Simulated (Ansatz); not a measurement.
Results of PBE (Ansatz, an electronic-structure program, PAW) for MgS (model structure, started from the tenorite type, Fm-3m, No. 225, 4 atoms in the cell).

Run with plane-wave cutoff 500 eV, 10×10×6 k mesh (along the axes of the cell as run), Fermi–Dirac smearing 0.05 eV, scalar-relativistic PAW data made under PBE.

Cell (relaxed at this level):

MgS is modelled in the cubic space group Fm-3m (No. 225), the rock salt structure, Pearson symbol cF8. Lattice parameters: a = 5.2294 Å, b = 5.2294 Å, c = 5.2294 Å, α = 90.00°, β = 90.00°, γ = 90.00°. Mg on 4a is coordinated by 6 S at 2.615 Å (octahedral). S on 4b is surrounded by 6 Mg at 2.615 Å (octahedral). (Neighbours: up to the widest gap in distance over summed covalent radii, below 1.35, at either atom; cation-cation and far metal-metal contacts left out.)
(The calculation used a cell of 4 atoms; values per cell refer to that cell.)

Q: Estimate the band gap that the calculation returns.

A: 
- band gap = 2.76 eV (on the SCF k mesh)

A model structure was made by putting elements into a prototype or built by hand; here it ended with the formula and space group of a phase in our tables.
